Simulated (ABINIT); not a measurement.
A self-consistent single point of IrRh₃ (Pm-3m, 4 atoms in the cell) with ABINIT.

Computed with LDA (PW92), PAW (JTH v2.0 LDA PAW) (plane waves; ABINIT).

The change in words: lattice scaled by 0.98. Reference geometry:
```yaml
crystal:
  lattice:
    - [3.81706, 0.00000, 0.00000]
    - [0.00000, 3.81706, 0.00000]
    - [0.00000, 0.00000, 3.81706]
  atoms:
    - { symbol: Ir, position: [0.00000, 0.00000, 0.00000] }
    - { symbol: Rh, position: [0.00000, 0.50000, 0.50000] }
    - { symbol: Rh, position: [0.50000, 0.00000, 0.50000] }
    - { symbol: Rh, position: [0.50000, 0.50000, 0.00000] }
```

Reference input (self-consistent single point, DFT, LDA (PW92), plane waves, PAW (JTH v2.0 LDA PAW)): pseudos = [Ir.LDA_PW-JTH.xml, Rh.LDA_PW-JTH.xml]; ecut = 42 Ry; pawecutdg = 84 Ry; occopt = 3; tsmear = 0.1 eV; ngkpt = 6 6 6; nshiftk = 1; shiftk = 0 0 0; potentials = JTH v2.0 LDA PAW; nband = 42; kptopt = 1; nstep = 80. This run's input differs from it in these lines:

```diff
@@ -3,3 +3,3 @@
 pseudos "Ir.LDA_PW-JTH.xml, Rh.LDA_PW-JTH.xml"
-acell 3.8170600000 3.8170600000 3.8170600000 Angstrom
+acell 3.7407190000 3.7407190000 3.7407190000 Angstrom
 rprim
```

Output (repeated stretches shortened):

```
--- !BeginCycle
solver: {iscf: 17, nstep: 80, nline: 4, wfoptalg: 10, }
tolerances: {tolvrs: 1.00E-12, }
...

     iter   Etot(hartree)      deltaE(h)  residm     nres2
 ETOT  1  -390.01861994404    -3.900E+02 3.842E+01 7.905E+01
 ETOT  2  -412.43648211775    -2.242E+01 1.824E-01 4.775E+01
 ETOT  3  -412.43364565686     2.836E-03 4.143E-01 3.565E+01
 ETOT  4  -412.36492973556     6.872E-02 1.436E-01 5.746E+00
 ETOT  5  -412.37896442067    -1.403E-02 5.933E-02 1.678E+00
   [... 8 lines left out ...]
 ETOT 14  -412.37881972451    -8.129E-12 4.612E-04 7.031E-10
 ETOT 15  -412.37881972451     6.253E-13 1.772E-04 2.619E-11
 ETOT 16  -412.37881972451     7.958E-13 3.130E-04 1.187E-12
 ETOT 17  -412.37881972451     1.080E-12 1.092E-04 1.131E-13
 At SCF step   17       nres2   =  1.13E-13 < tolvrs=  1.00E-12 =>converged.

 Cartesian components of stress tensor (hartree/bohr^3)
  sigma(1 1)= -2.51583657E-04  sigma(3 2)=  0.00000000E+00
  sigma(2 2)= -2.51583657E-04  sigma(3 1)=  0.00000000E+00
  sigma(3 3)= -2.51583657E-04  sigma(2 1)=  0.00000000E+00

 ----iterations are completed or convergence reached----

 reduced coordinates (array xred) for    4 atoms
       0.000000000000      0.000000000000      0.000000000000
       0.000000000000      0.500000000000      0.500000000000
       0.500000000000      0.000000000000      0.500000000000
       0.500000000000      0.500000000000      0.000000000000
 cartesian forces (eV/Angstrom) at end:
    1     -0.00000000000000    -0.00000000000000    -0.00000000000000
   [... lines left out ...]
 Fermi (or HOMO) energy (eV) =  17.25087   Average Vxc (eV)= -13.79247
   [... lines left out ...]
'-kT*entropy'       : -4.52693723821332E-03
total_energy        : -4.12378819933380E+02
total_energy_eV     : -1.12213983649410E+04
...

-Cartesian components of stress tensor (GPa)         [Pressure=  7.4018E+00 GPa]
- sigma(1 1)= -7.40184548E+00  sigma(3 2)=  0.00000000E+00
- sigma(2 2)= -7.40184548E+00  sigma(3 1)=  0.00000000E+00
- sigma(3 3)= -7.40184548E+00  sigma(2 1)=  0.00000000E+00

 Calculation completed.
```

The run converged in 17 iterations. 

The starting cell comes from a database of computed structures (which also holds hypothetical and non-ambient phases and stackings), without a prior relaxation at this level. For this run, on top of that: lattice scaled by 0.98. Spin polarisation is off. With a pressure of about 7 GPa the cell is away from its equilibrium volume at this level.

These are the values that this program gave, and no reference: the one-centre exchange-correlation terms come from a truncated expansion.

Cost on one core of a shared machine: roughly 2 min.
